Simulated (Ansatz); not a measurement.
Results of G0W0@HSE06 in Ansatz (plane waves, hard PAW, contour deformation) for NaBeH₃ (Pm-3m, No. 221; start mp-23729).

The cell is the one relaxed with PBEsol. Conventional cell: a = 3.3265 Å, b = 3.3265 Å, c = 3.3265 Å, α = 90.00°, β = 90.00°, γ = 90.00°.

One run with a 10×10×10 mesh, response cutoff 100 eV and 154 empty bands, not extrapolated in mesh or basis; no spin–orbit coupling.

Highest filled and lowest empty level by k point (fractions of the reciprocal vectors of the cell (3.326 -0.000 0.000) (-0.000 3.326 0.000) (0.000 0.000 3.326) Å; eV from the valence maximum of each method):

```
k             HSE06 filled  HSE06 empty   QP filled    QP empty
------------  ------------  -----------  ----------  ----------
0 0 0                -0.75         4.23       -0.76        5.26
0 0.1 0.1            -1.08         4.40  (withheld)  (withheld)
0 0.1 0.3            -0.86         4.96  (withheld)  (withheld)
0 0.2 0.2            -1.93         4.88  (withheld)  (withheld)
0.1 0.1 0.4          -1.07         4.70  (withheld)  (withheld)
0.1 0.1 -0.5         -0.99         4.92  (withheld)  (withheld)
0.1 0.3 -0.5         -3.26         5.05  (withheld)  (withheld)
0.2 0.2 0.4          -2.67         3.80  (withheld)  (withheld)
```

Q: What belongs in the gaps?

A: 
- 0 0.1 0.1, QP filled: -1.08
- 0 0.1 0.1, QP empty: 5.43
- 0 0.1 0.3, QP filled: -0.84
- 0 0.1 0.3, QP empty: 5.98
- 0 0.2 0.2, QP filled: -1.90
- 0 0.2 0.2, QP empty: 5.90
- 0.1 0.1 0.4, QP filled: -1.06
- 0.1 0.1 0.4, QP empty: 5.70
- 0.1 0.1 -0.5, QP filled: -0.97
- 0.1 0.1 -0.5, QP empty: 5.92
- 0.1 0.3 -0.5, QP filled: -3.23
- 0.1 0.3 -0.5, QP empty: 6.04
- 0.2 0.2 0.4, QP filled: -2.65
- 0.2 0.2 0.4, QP empty: 4.79

Note: GW on a hybrid start was not checked against another program.

A start named mp-… is a Materials Project structure, which can be a computed phase never made.

Ansatz is a program for electronic structure.
